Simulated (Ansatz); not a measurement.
## Ag, response to strain

Start from Ag in the fcc (Cu type) structure (space group Fm-3m, No. 225; relaxed with 0.1 eV smearing).

Space group Fm-3m (No. 225); a = b = c = 4.1043 Å, α = β = γ = 90.00°

| atom | site | symmetry | x | y | z |
|---|---|---|---|---|---|
| Ag | 4a | m-3m | 0.0000 | 0.0000 | 0.0000 |
(The calculation used a cell of 1 atom; values per cell refer to that cell.)

Strains are applied to the cell and any free atomic positions relax.

Calculations: r2SCAN, PAW, 500 eV (Ansatz, a quantum-chemistry and plane-wave program; no spin-orbit coupling).

Notes on the quantities. energy relative to the base: free energy F.

```
change                    energy relative to the base  pressure  shortest interatomic distance
------------------------  ---------------------------  --------  -----------------------------
base                                       0 meV/atom   0.0 GPa                        2.902 Å
isotropic strain +0.50 %                +1.2 meV/atom  -1.5 GPa                        2.917 Å
isotropic strain +1.00 %                +4.8 meV/atom  -2.8 GPa                        2.931 Å
isotropic strain +1.50 %                 +10 meV/atom  -4.0 GPa                        2.946 Å
isotropic strain +2.00 %                 +18 meV/atom  -5.2 GPa                        2.960 Å
isotropic strain +2.50 %                          ___       ___                        2.975 Å
isotropic strain +3.00 %                 +39 meV/atom  -7.1 GPa                        2.989 Å
```

**Question.** Fill in the withheld entries from the trend.

**Answer.** 
- isotropic strain +2.50 %, energy relative to the base: +28 meV/atom
- isotropic strain +2.50 %, pressure: -6.2 GPa

No phonon test of stability was made.
